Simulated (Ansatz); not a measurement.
Defect: Ga vacancy in alpha Ga2O3, charge state -3. Calculation: PBE, PAW (plane waves to 420 eV; Ansatz, a program for electronic structure).

Cell of 120 host sites held at the relaxed PBE lattice; the Γ point alone; Fermi-Dirac width 0.01 eV, spin-restricted; finite-size errors left in. No zero-point or tunnelling terms. The host's phase is taken as given; its stability against other phases was not computed. The charge state is imposed; whether it is stable for some Fermi level was not computed. Forms of the defect that were not tried may lie lower.

Barriers: single points on a 2×2×2 k-point mesh shifted by half a step along c at the bands' geometries.

Relaxed starting cell (atoms counted from 1):

```
CELL_PARAMETERS angstrom
     10.11566     0.00000     0.00000
     -5.05783     8.76042     0.00000
      0.00000     0.00000    13.62337
ATOMIC_POSITIONS crystal
  Ga 0.00434 0.50176 0.35516
  Ga 0.49699 0.99506 0.35514
  Ga 0.49765 0.50238 0.35514
  Ga 0.33662 0.16762 0.18705
  Ga 0.33301 0.66639 0.19582
  Ga 0.83179 0.16879 0.18704
  Ga 0.83064 0.66282 0.18697
  Ga 0.15459 0.30989 0.31382
  Ga 0.15494 0.84480 0.31378
  Ga 0.66637 0.33307 0.31119
  Ga 0.68945 0.84445 0.31380
  Ga 0.32877 0.16324 0.47278
  Ga 0.33302 0.66641 0.47716
  Ga 0.83614 0.16534 0.47276
  Ga 0.83404 0.67060 0.47284
  O  0.34719 0.99892 0.24964
  O  0.34468 0.49569 0.25024
  O  0.84141 0.00360 0.23973
  O  0.84690 0.49743 0.24830
  O  0.16180 0.15797 0.23974
  O  0.15064 0.65472 0.25025
  O  0.65011 0.15251 0.24830
  O  0.65135 0.65222 0.24962
  O  0.31947 0.33254 0.41547
  O  0.32254 0.83143 0.41845
  O  0.81862 0.33473 0.41599
  O  0.80352 0.82461 0.42229
  O  0.16798 0.49092 0.41845
  O  0.17480 0.97869 0.42228
  O  0.66465 0.48368 0.41602
  O  0.66687 0.98674 0.41548
  O  0.02070 0.19590 0.42230
  O  0.01268 0.67996 0.41549
  O  0.51571 0.18076 0.41601
  O  0.50852 0.67689 0.41843
  O  0.00049 0.34807 0.24963
  O  0.99581 0.83762 0.23972
  O  0.50201 0.34927 0.24831
  O  0.50369 0.84878 0.25024
  Ga 0.33325 0.16454 0.68680
  Ga 0.33301 0.66641 0.68869
  Ga 0.83486 0.16854 0.68678
  Ga 0.83088 0.66614 0.68683
  Ga 0.16161 0.33244 0.52068
  Ga 0.17041 0.83777 0.52068
  Ga 0.66630 0.33305 0.52094
  Ga 0.66699 0.82902 0.52069
  Ga 0.99966 0.99975 0.63970
  Ga 0.99958 0.50264 0.64411
  Ga 0.50266 0.99984 0.64414
  Ga 0.49678 0.49674 0.64415
  Ga 0.16637 0.33342 0.81108
  Ga 0.16666 0.83305 0.81111
  Ga 0.66633 0.33307 0.81121
  Ga 0.66597 0.83274 0.81111
  O  0.18304 0.16708 0.58421
  O  0.18180 0.66974 0.58525
  O  0.68180 0.16704 0.58292
  O  0.67781 0.66269 0.58787
  O  0.48483 0.31759 0.58293
  O  0.48756 0.81762 0.58525
  O  0.98444 0.32159 0.58786
  O  0.98365 0.81636 0.58423
  O  0.15137 0.99898 0.74969
  O  0.15209 0.50109 0.75131
  O  0.65250 0.00100 0.75021
  O  0.65112 0.49887 0.75107
  O  0.00043 0.15220 0.74968
  O  0.99842 0.65131 0.75020
  O  0.50053 0.15206 0.75107
  O  0.49832 0.65079 0.75130
  O  0.34811 0.34691 0.75022
  O  0.34861 0.84733 0.75130
  O  0.84735 0.34829 0.75109
  O  0.84721 0.84803 0.74969
  O  0.33672 0.01493 0.58787
  O  0.32967 0.51185 0.58524
  O  0.83233 0.01577 0.58422
  O  0.83235 0.51455 0.58291
  Ga 0.16558 0.33129 0.02413
  Ga 0.16530 0.83384 0.02419
  Ga 0.66634 0.33307 0.02239
  Ga 0.66814 0.83410 0.02418
  Ga 0.99967 0.99974 0.85352
  Ga 0.99950 0.50025 0.85589
  Ga 0.50035 0.99990 0.85591
  Ga 0.49913 0.49903 0.85592
  Ga 0.33079 0.16491 0.97773
  Ga 0.33299 0.66642 0.97999
  Ga 0.83447 0.16567 0.97772
  Ga 0.83373 0.66860 0.97769
  Ga 0.99968 0.99975 0.16039
  Ga 0.00236 0.50142 0.14559
  Ga 0.49868 0.99705 0.14556
  Ga 0.49797 0.50073 0.14558
  O  0.01442 0.33378 0.91593
  O  0.01495 0.83331 0.91479
  O  0.51410 0.33184 0.91640
  O  0.51419 0.83248 0.91635
  O  0.31790 0.48522 0.91637
  O  0.31895 0.98497 0.91592
  O  0.81736 0.48531 0.91640
  O  0.81794 0.98444 0.91478
  O  0.48561 0.16562 0.08270
  O  0.48496 0.66758 0.08337
  O  0.98385 0.16618 0.08063
  O  0.98413 0.66152 0.07831
  O  0.33788 0.32239 0.07831
  O  0.33184 0.81719 0.08336
  O  0.83376 0.31977 0.08269
  O  0.83324 0.81747 0.08062
  O  0.18195 0.01556 0.08063
  O  0.18224 0.51448 0.08336
  O  0.67702 0.01527 0.07830
  O  0.67962 0.51380 0.08269
  O  0.16611 0.18146 0.91478
  O  0.16691 0.68152 0.91635
  O  0.66754 0.18204 0.91640
  O  0.66562 0.68043 0.91591
```
Cell charge -3.

End state 1 differs by these moves (Å; atoms that move under 0.08 Å are left out):

```json
[
 {"atom": "1", "element": "Ga", "Δx": "0.14", "Δy": "-0.12", "Δz": "-0.04"},
 {"atom": "3", "element": "Ga", "Δx": "-0.14", "Δy": "-0.12", "Δz": "-0.04"},
 {"atom": "4", "element": "Ga", "Δx": "-0.07", "Δy": "0.00", "Δz": "0.09"},
 {"atom": "6", "element": "Ga", "Δx": "0.05", "Δy": "0.01", "Δz": "0.09"},
 {"atom": "8", "element": "Ga", "Δx": "0.00", "Δy": "-2.51", "Δz": "0.53"},
 {"atom": "9", "element": "Ga", "Δx": "0.14", "Δy": "-0.12", "Δz": "-0.04"},
 {"atom": "11", "element": "Ga", "Δx": "-0.14", "Δy": "-0.12", "Δz": "-0.04"},
 {"atom": "12", "element": "Ga", "Δx": "0.05", "Δy": "0.01", "Δz": "0.09"},
 {"atom": "14", "element": "Ga", "Δx": "-0.07", "Δy": "0.00", "Δz": "0.09"},
 {"atom": "17", "element": "O", "Δx": "0.12", "Δy": "0.11", "Δz": "-0.08"},
 {"atom": "18", "element": "O", "Δx": "0.07", "Δy": "-0.03", "Δz": "0.15"},
 {"atom": "20", "element": "O", "Δx": "-0.06", "Δy": "-0.18", "Δz": "0.06"},
 {"atom": "24", "element": "O", "Δx": "0.07", "Δy": "-0.03", "Δz": "0.15"},
 {"atom": "27", "element": "O", "Δx": "0.12", "Δy": "0.11", "Δz": "-0.08"},
 {"atom": "28", "element": "O", "Δx": "0.00", "Δy": "0.04", "Δz": "0.11"},
 {"atom": "29", "element": "O", "Δx": "-0.13", "Δy": "0.05", "Δz": "-0.08"},
 {"atom": "32", "element": "O", "Δx": "-0.06", "Δy": "-0.18", "Δz": "0.06"},
 {"atom": "36", "element": "O", "Δx": "-0.13", "Δy": "0.05", "Δz": "-0.08"},
 {"atom": "37", "element": "O", "Δx": "0.00", "Δy": "0.04", "Δz": "0.11"},
 {"atom": "44", "element": "Ga", "Δx": "0.04", "Δy": "0.01", "Δz": "-0.20"},
 {"atom": "60", "element": "O", "Δx": "0.04", "Δy": "0.00", "Δz": "0.07"},
 {"atom": "92", "element": "Ga", "Δx": "0.04", "Δy": "0.01", "Δz": "-0.20"},
 {"atom": "114", "element": "O", "Δx": "0.04", "Δy": "0.00", "Δz": "0.07"}
]
```

**Question.** What is the computed forward and backward barriers to end state 1 (PBE, PAW)?

**Answer.** forward 1.14 eV, backward 1.14 eV; at the saddle point atom 8 has neighbours O at 1.74, O at 1.76, O at 1.94 Å. The program found a first-order saddle point.

End state 2 differs by these moves (Å; atoms that move under 0.08 Å are left out):

```json
[
 {"atom": "4", "element": "Ga", "Δx": "-0.21", "Δy": "-0.11", "Δz": "-0.02"},
 {"atom": "5", "element": "Ga", "Δx": "0.00", "Δy": "0.00", "Δz": "-0.10"},
 {"atom": "6", "element": "Ga", "Δx": "0.20", "Δy": "-0.12", "Δz": "-0.02"},
 {"atom": "7", "element": "Ga", "Δx": "0.00", "Δy": "0.23", "Δz": "-0.02"},
 {"atom": "8", "element": "Ga", "Δx": "0.00", "Δy": "0.23", "Δz": "-0.02"},
 {"atom": "9", "element": "Ga", "Δx": "0.21", "Δy": "-0.11", "Δz": "-0.02"},
 {"atom": "10", "element": "Ga", "Δx": "0.00", "Δy": "0.00", "Δz": "-0.10"},
 {"atom": "11", "element": "Ga", "Δx": "-0.20", "Δy": "-0.12", "Δz": "-0.02"},
 {"atom": "18", "element": "O", "Δx": "0.00", "Δy": "-0.07", "Δz": "0.27"},
 {"atom": "20", "element": "O", "Δx": "-0.06", "Δy": "0.03", "Δz": "0.27"},
 {"atom": "24", "element": "O", "Δx": "0.00", "Δy": "0.05", "Δz": "0.08"},
 {"atom": "27", "element": "O", "Δx": "0.10", "Δy": "0.08", "Δz": "-0.05"},
 {"atom": "29", "element": "O", "Δx": "-0.11", "Δy": "0.05", "Δz": "-0.05"},
 {"atom": "31", "element": "O", "Δx": "-0.04", "Δy": "-0.02", "Δz": "0.08"},
 {"atom": "32", "element": "O", "Δx": "0.02", "Δy": "-0.12", "Δz": "-0.05"},
 {"atom": "33", "element": "O", "Δx": "0.04", "Δy": "-0.02", "Δz": "0.08"},
 {"atom": "37", "element": "O", "Δx": "0.06", "Δy": "0.03", "Δz": "0.27"},
 {"atom": "48", "element": "Ga", "Δx": "0.00", "Δy": "0.00", "Δz": "0.08"},
 {"atom": "84", "element": "Ga", "Δx": "0.00", "Δy": "0.00", "Δz": "0.08"},
 {"atom": "92", "element": "Ga", "Δx": "0.00", "Δy": "0.00", "Δz": "2.43"},
 {"atom": "106", "element": "O", "Δx": "-0.10", "Δy": "0.08", "Δz": "-0.05"},
 {"atom": "107", "element": "O", "Δx": "0.00", "Δy": "0.05", "Δz": "0.08"},
 {"atom": "108", "element": "O", "Δx": "-0.04", "Δy": "-0.02", "Δz": "0.08"},
 {"atom": "111", "element": "O", "Δx": "-0.02", "Δy": "-0.12", "Δz": "-0.05"},
 {"atom": "112", "element": "O", "Δx": "0.11", "Δy": "0.05", "Δz": "-0.05"},
 {"atom": "114", "element": "O", "Δx": "0.04", "Δy": "-0.02", "Δz": "0.08"}
]
```

**Question.** Give the forward and backward barriers to end state 2 at the level PBE, PAW.

**Answer.** forward 1.29 eV, backward 1.29 eV; at the saddle point atom 92 has neighbours 3 O at 1.77 Å. The program found a first-order saddle point.
